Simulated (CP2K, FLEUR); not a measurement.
A FLEUR input for a self-consistent single point of LiAsF6 (R-3, 8 atoms in the cell) (DFT, PBEsol, all-electron FLAPW (FLEUR), scalar-relativistic valence):

Input of the input generator:

```
LiAsF6 FLAPW
&input film=f /
0.4732090234 0.2732073125 0.8375147668
-0.4732090234 0.2732073125 0.8375147668
0.0000000000 -0.5464147586 0.8375147232
9.6837788976
1.0 1.0 1.0

8
3 0.5000000000 0.5000000000 0.5000000000
33 -0.0000000000 -0.0000000000 -0.0000000000
9 0.8881000000 0.6499770000 0.2292300000
9 0.1119000000 0.3500230000 0.7707700000
9 0.2292300000 0.8881000000 0.6499770000
9 0.7707700000 0.1119000000 0.3500230000
9 0.6499770000 0.2292300000 0.8881000000
9 0.3500230000 0.7707700000 0.1119000000

&comp jspins=1 /
&exco xctyp='PBEs' /
&kpt div1=4 div2=4 div3=4 gamma=t /
&end /
```

```xml
<?xml version="1.0" encoding="UTF-8" standalone="no"?>
<fleurInput fleurInputVersion="0.39">
   <comment>
      LiAsF6 FLAPW                                                                                        
   </comment>
   <calculationSetup>
      <cutoffs Kmax="4.7" Gmax="18.8" GmaxXC="18.8" numbands="0"/>
      <scfLoop itmax="60" minDistance="0.00001" maxIterBroyd="15" imix="Anderson" alpha="0.05" precondParam="0.0" spinf="2.0"/>
      <coreElectrons ctail="T" frcor="F" kcrel="0" coretail_lmax="0"/>
      <xcFunctional name="PBEs" relativisticCorrections="F"/>
      <magnetism jspins="1"/>
      <soc l_soc="F" theta="0.0" phi="0.0" spav="F"/>
      <expertModes spex="0" secvar="F"/>
      <geometryOptimization l_f="T" forcealpha="1.0" forcemix="BFGS" epsdisp="0.00001" epsforce="0.00001"/>
      <ldaU l_linMix="F" mixParam="0.05" spinf="1.0"/>
   </calculationSetup>
   <cell>
      <bzIntegration valenceElectrons="58.0" mode="hist" fermiSmearingEnergy="0.0001">
         <kPointListSelection listName="default-1"/>
         <!-- k-points included here -->
         <xi:include xmlns:xi="http://www.w3.org/2001/XInclude" href="kpts.xml"> </xi:include>
      </bzIntegration>
      <!-- symmetry operations included here -->
      <xi:include xmlns:xi="http://www.w3.org/2001/XInclude" href="sym.xml"> </xi:include>
      <bulkLattice scale="1.0">
         <bravaisMatrix>
            <row-1>    4.5824515549548241     2.6456792074575088     8.1103078251662257</row-1>
            <row-2>   -4.5824515549548241     2.6456792074575088     8.1103078251662257</row-2>
            <row-3>    0.0000000000000000    -5.2913597086678781     8.1103074029534650</row-3>
         </bravaisMatrix>
      </bulkLattice>
   </cell>
   <atomSpecies>
      <species name="Lithium (Li)" element="Li" atomicNumber="3">
         <mtSphere radius="2.44" gridPoints="843" logIncrement="0.012"/>
         <atomicCutoffs lmax="10" lnonsphr="8"/>
         <electronConfig flipSpins="F">
            <coreConfig>(1s1/2)</coreConfig>
            <valenceConfig>(2s1/2)</valenceConfig>
            <stateOccupation state="(2s1/2)" spinUp="0.5" spinDown="0.5"/>
         </electronConfig>
         <energyParameters s="2" p="2" d="3" f="4"/>
      </species>
      <species name="Arsenic (As)" element="As" atomicNumber="33">
         <mtSphere radius="1.99" gridPoints="687" logIncrement="0.018"/>
         <atomicCutoffs lmax="8" lnonsphr="6"/>
         <electronConfig flipSpins="F">
            <coreConfig>(1s1/2) (2s1/2) (2p1/2) (2p3/2) (3s1/2) (3p1/2) (3p3/2)</coreConfig>
            <valenceConfig>(4s1/2) (3d3/2) (3d5/2) (4p1/2) (4p3/2)</valenceConfig>
            <stateOccupation state="(4p1/2)" spinUp="0.5" spinDown="0.5"/>
            <stateOccupation state="(4p3/2)" spinUp="1.0" spinDown="1.0"/>
         </electronConfig>
         <energyParameters s="4" p="4" d="3" f="4"/>
         <lo type="HELO" l="2" n="4" eDeriv="0"/>
      </species>
      <species name="Fluorine (F)" element="F" atomicNumber="9">
         <mtSphere radius="1.12" gridPoints="387" logIncrement="0.027"/>
         <atomicCutoffs lmax="6" lnonsphr="4"/>
         <electronConfig flipSpins="F">
            <coreConfig>(1s1/2)</coreConfig>
            <valenceConfig>(2s1/2) (2p1/2) (2p3/2)</valenceConfig>
            <stateOccupation state="(2p1/2)" spinUp="0.8333333333333" spinDown="0.8333333333333"/>
            <stateOccupation state="(2p3/2)" spinUp="1.6666666666667" spinDown="1.6666666666667"/>
         </electronConfig>
         <energyParameters s="2" p="2" d="3" f="4"/>
      </species>
   </atomSpecies>
   <atomGroups>
      <atomGroup species="Lithium (Li)">
         <relPos label="                   1">1.000/2.000 1.000/2.000 1.000/2.000</relPos>
         <force calculate="T" relaxXYZ="TTT"/>
      </atomGroup>
      <atomGroup species="Arsenic (As)">
         <relPos label="                   2">.0000000000 .0000000000 .0000000000</relPos>
         <force calculate="T" relaxXYZ="TTT"/>
      </atomGroup>
      <atomGroup species="Fluorine (F)">
         <relPos label="                   3">-.1119000000 -.3500230000 .2292300000</relPos>
         <relPos label="                   4">.1119000000 .3500230000 -.2292300000</relPos>
         <relPos label="                   5">.2292300000 -.1119000000 -.3500230000</relPos>
         <relPos label="                   6">-.2292300000 .1119000000 .3500230000</relPos>
         <relPos label="                   7">-.3500230000 .2292300000 -.1119000000</relPos>
         <relPos label="                   8">.3500230000 -.2292300000 .1119000000</relPos>
         <force calculate="T" relaxXYZ="TTT"/>
      </atomGroup>
   </atomGroups>
   <output dos="F" band="F" slice="F">
      <checks vchk="F" cdinf="F"/>
      <bandDOS minEnergy="-.5*Htr" maxEnergy="0.5*Htr" sigma="0.015" storeEVData="T"/>
      <vacuumDOS vacdos="F" integ="F" star="F" nstars="0" locx1="0.0" locy1="0.0" locx2="0.0" locy2="0.0" nstm="0" tworkf="0.0"/>
      <unfoldingBand unfoldBand="F" supercellX="1" supercellY="1" supercellZ="1"/>
      <plotting iplot="0" polar="F">
         <plot TwoD="T" vec1="  1.0  0.0  0.0" vec2="  0.0  1.0  0.0" vec3="  0.0  0.0  1.0" zero="  0.0  0.0  0.0" file="plot"/>
      </plotting>
      <chargeDensitySlicing numkpt="0" minEigenval="0.0" maxEigenval="0.0" nnne="0" pallst="F"/>
      <specialOutput eonly="F"/>
      <magneticCircularDichroism mcd="F" energyLo="-10.0" energyUp="0.0"/>
   </output>
  <!-- We include the file relax.xml here to enable relaxations (see documentation) -->
  <xi:include xmlns:xi="http://www.w3.org/2001/XInclude" href="relax.xml"> <xi:fallback/> </xi:include>
</fleurInput>
```

Q: Give the CP2K input for the same structure, mesh, smearing and functional.

A: This is the input that was run; spellings and numerical settings could be chosen otherwise.

```
&GLOBAL
  PROJECT bulk
  RUN_TYPE ENERGY_FORCE
  PRINT_LEVEL LOW
&END GLOBAL
&FORCE_EVAL
  METHOD Quickstep
  STRESS_TENSOR ANALYTICAL
  &DFT
    BASIS_SET_FILE_NAME BASIS_MOLOPT
    POTENTIAL_FILE_NAME GTH_POTENTIALS
    &QS
      METHOD GPW
      EPS_DEFAULT 1E-10
    &END QS
    &MGRID
      CUTOFF 550
      REL_CUTOFF 40
      NGRIDS 5
    &END MGRID
    &SCF
      SCF_GUESS ATOMIC
      EPS_SCF 1E-6
      MAX_SCF 100
      ADDED_MOS 9
      &DIAGONALIZATION
        ALGORITHM STANDARD
      &END DIAGONALIZATION
      &MIXING
        METHOD BROYDEN_MIXING
        ALPHA 0.2
        NBUFFER 12
      &END MIXING
    &END SCF
    &KPOINTS
      SCHEME MONKHORST-PACK 4 4 4
      GAMMA_CENTERED T
    &END KPOINTS
    &XC
      &XC_FUNCTIONAL
        &PBE
          PARAMETRIZATION PBESOL
        &END PBE
      &END XC_FUNCTIONAL
    &END XC
    &PRINT
      &MO
        EIGENVALUES T
        OCCUPATION_NUMBERS T
        NDIGITS 8
        FILENAME mo
        &EACH
          QS_SCF 0
        &END EACH
        ADD_LAST NUMERIC
      &END MO
      &MULLIKEN OFF
      &END MULLIKEN
    &END PRINT
  &END DFT
  &SUBSYS
    &CELL
      A 5.12443500 0.00000000 0.00000000
      B 2.82943800 4.27248300 0.00000000
      C 2.82943900 1.51985400 3.99301300
      PERIODIC XYZ
    &END CELL
    &COORD
      SCALED
      Li       0.50000000     0.50000000     0.50000000
      As       0.00000000     0.00000000     0.00000000
      F        0.88810000     0.64997700     0.22923000
      F        0.11190000     0.35002300     0.77077000
      F        0.22923000     0.88810000     0.64997700
      F        0.77077000     0.11190000     0.35002300
      F        0.64997700     0.22923000     0.88810000
      F        0.35002300     0.77077000     0.11190000
    &END COORD
    &KIND Li
      BASIS_SET DZVP-MOLOPT-SR-GTH-q3
      POTENTIAL GTH-PBE-q3
    &END KIND
    &KIND As
      BASIS_SET DZVP-MOLOPT-SR-GTH-q5
      POTENTIAL GTH-PBE-q5
    &END KIND
    &KIND F
      BASIS_SET DZVP-MOLOPT-SR-GTH-q7
      POTENTIAL GTH-PBE-q7
    &END KIND
  &END SUBSYS
  &PRINT
    &FORCES ON
    &END FORCES
    &STRESS_TENSOR ON
    &END STRESS_TENSOR
  &END PRINT
&END FORCE_EVAL
```

Basis, cutoffs, solver keys and any potentials are the target program's own. This input uses DFT PBEsol, GPW, DZVP-MOLOPT-SR-GTH basis, GTH-PBE potentials (GTH_POTENTIALS).

The starting cell comes from a database of computed structures (which also holds hypothetical and non-ambient phases and stackings), without a prior relaxation at this level. Its lattice was rescaled by a random factor within 2.5 % of one. For this run, on top of that: lattice scaled by 0.98.
